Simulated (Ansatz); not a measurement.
Input and output of a self-consistent single point for Si3N4 (P6_3/m, 14 atoms in the cell) (Ansatz, a program for electronic structure).

Method of the run: revPBE-D4, PAW files made with PBE (plane waves; Ansatz).

```yaml
crystal:
  lattice:
    - [7.60454, 0.00000, 0.00000]
    - [-3.80227, 6.58573, 0.00000]
    - [0.00000, 0.00000, 2.90520]
  atoms:
    - { symbol: Si, position: [0.23108, 0.82495, 0.75000] }
    - { symbol: Si, position: [0.76892, 0.17505, 0.25000] }
    - { symbol: Si, position: [0.40613, 0.23108, 0.25000] }
    - { symbol: Si, position: [0.59387, 0.76892, 0.75000] }
    - { symbol: Si, position: [0.17505, 0.40613, 0.75000] }
    - { symbol: Si, position: [0.82495, 0.59387, 0.25000] }
    - { symbol: N, position: [0.33333, 0.66667, 0.75000] }
    - { symbol: N, position: [0.66667, 0.33333, 0.25000] }
    - { symbol: N, position: [0.96919, 0.66985, 0.75000] }
    - { symbol: N, position: [0.03081, 0.33015, 0.25000] }
    - { symbol: N, position: [0.29934, 0.96919, 0.25000] }
    - { symbol: N, position: [0.70066, 0.03081, 0.75000] }
    - { symbol: N, position: [0.33015, 0.29934, 0.75000] }
    - { symbol: N, position: [0.66985, 0.70066, 0.25000] }
```

Reference input (self-consistent single point, DFT, PBEsol, plane waves, PAW files made with PBE): basis.ecutwfc = 30.9 Ry; kpoints.mp_grid.grid = 3 3 6; hamiltonian.xc = pbesol; hamiltonian.pseudopotentials = {kind: paw} (the program's default PAW files); scf.occupations.method = fixed. This run's input differs from it in these lines:

Ansatz 0.2 input:
```diff
@@ -26,3 +26,4 @@
 hamiltonian:
-  xc: pbesol
+  xc: revpbe
+  dispersion: d4
   pseudopotentials:
```

Log, with long lists cut:

```
SCF iter   1: F=—  HF=-6942.887016 eV  |F-HF|=—  |Δ(HF+E_count)|=         —  Δρ=1.56e-1  dr2=3.71e1  ethr=3.10e-3  ⟨swp⟩=5.0  Hψ=2173  notcnv=0  defer=129
all-band conjugate gradients solve this SCF's bands
preconditioner: auto → Resta (q_TF=auto, 2.379 Å⁻¹)
SCF iter   2: F=—  HF=-6931.823027 eV  |F-HF|=—  |Δ(HF+E_count)|=    1.11e1  Δρ=5.01e-2  dr2=2.17e0  ethr=3.10e-3  ⟨swp⟩=3.8  Hψ=1484  notcnv=0  defer=121
   [... lines left out ...]
SCF iter   6: F=—  HF=-6931.668646 eV  |F-HF|=—  |Δ(HF+E_count)|=   4.69e-4  Δρ=4.32e-4  dr2=3.01e-4  ethr=5.26e-6  ⟨swp⟩=2.3  Hψ=857  notcnv=0  defer=138
SCF iter   7: F=—  HF=-6931.669003 eV  |F-HF|=—  |Δ(HF+E_count)|=   3.57e-4  Δρ=9.31e-5  dr2=2.26e-5  ethr=4.70e-7  ⟨swp⟩=2.2  Hψ=859  notcnv=0  defer=136
SCF iter   8: F=—  HF=-6931.668811 eV  |F-HF|=—  |Δ(HF+E_count)|=   1.92e-4  Δρ=2.50e-5  dr2=1.06e-6  ethr=3.54e-8  ⟨swp⟩=2.8  Hψ=936  notcnv=0  defer=122
SCF iter   9: F=-6931.668816 eV  HF=-6931.668816 eV  |F-HF|=6.61e-8  |Δ(HF+E_count)|=   4.24e-6  Δρ=3.85e-6  dr2=2.08e-8  ethr=1.56e-10  ⟨swp⟩=19.5  Hψ=4270  notcnv=0
SCF 1 converged in 9 iterations: F = -6931.668816 eV  dr2 = 2.08e-8
Free energy (F): -6931.668816 eV
Internal energy: -6931.668816 eV  (E = F + TS)
E sigma→0 (E₀):  -6931.668816 eV
Fermi energy:    8.386749 eV
--- Forces (eV/Å), atoms counted from 1 ---
  atom   1  Si     0.08804343     0.01922657     0.00000000
  atom   2  Si    -0.08804343    -0.01922657     0.00000000
  atom   3  Si     0.02737102     0.08586113     0.00000000
  atom   4  Si    -0.02737102    -0.08586113     0.00000000
  atom   5  Si    -0.06067241     0.06663456     0.00000000
  atom   6  Si     0.06067241    -0.06663456     0.00000000
  atom   7  N     -0.00000000     0.00000000     0.00000000
  atom   8  N      0.00000000    -0.00000000     0.00000000
  atom   9  N      0.04665198    -0.05211218     0.00000000
   [... lines left out ...]
  atom  14  N     -0.02180449    -0.06645789     0.00000000
--- Stress (GPa, compression-positive) ---
       -1.169465       0.000002       0.000000
       -0.000002      -1.169465       0.000000
        0.000000       0.000000      -0.894565
  P = ⅓ Tr σ = -1.0778 GPa (-10.778 kbar)
  The stress holds the Pulay correction. Without it, at fixed plane waves, as pw.x and ABINIT print it: P = -1.3017 GPa
```

The run converged in 9 iterations. Against the reference run the pressure goes from 1.94 to -1.08 GPa, the largest force goes from 0.053 to 0.090 eV/Å and the gap on the mesh goes from 4.198 to 4.399 eV.

The starting cell comes from a database of computed structures (which also holds hypothetical and non-ambient phases and stackings), without a prior relaxation at this level. Ansatz's pressure includes its estimate of the finite-basis (Pulay) stress.
